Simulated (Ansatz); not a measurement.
System: Zn₂InGaO₅ (P6₃/mmc, No. 194, 18 atoms in the cell; start mp-1187872). Method: HSE06 (PAW; Ansatz, a program for electronic structure).

Run with plane-wave cutoff 460 eV, 6×6×1 k mesh (along the axes of the cell as run), Fermi–Dirac smearing 0.01 eV, scalar-relativistic PAW data made under PBE.

Cell (relaxed with PBEsol):

```
GaInZn2O5
1.0
    3.30224     0.00000     0.00000
   -1.65112     2.85982     0.00000
    0.00000     0.00000    22.35942
Zn In Ga O
4 2 2 10
Cartesian
  0.00000   1.90655  14.21235
  1.65112   0.95327   8.14707
  1.65112   0.95327   3.03264
  0.00000   1.90655  19.32678
  0.00000   0.00000  11.17971
  0.00000   0.00000   0.00000
  0.00000   0.00000  16.76957
  0.00000   0.00000   5.58986
  0.00000   1.90655  12.25800
  1.65112   0.95327  10.10143
  1.65112   0.95327   1.07828
  0.00000   1.90655  21.28114
  0.00000   0.00000  14.80254
  0.00000   0.00000   7.55688
  0.00000   0.00000   3.62283
  0.00000   0.00000  18.73660
  0.00000   1.90655  16.76957
  1.65112   0.95327   5.58986
```

Question: Estimate the band gap that the calculation returns.

Answer: 
- band gap: 3.05 eV (on the SCF k mesh)

Note: cell and atoms aren't relaxed at this level (largest force component 0.23 eV/Å).

Spin–orbit coupling is not included.

The computed numbers hold no vibrational or temperature effects.

A start named mp-… is a Materials Project structure, which need not be a measured phase.
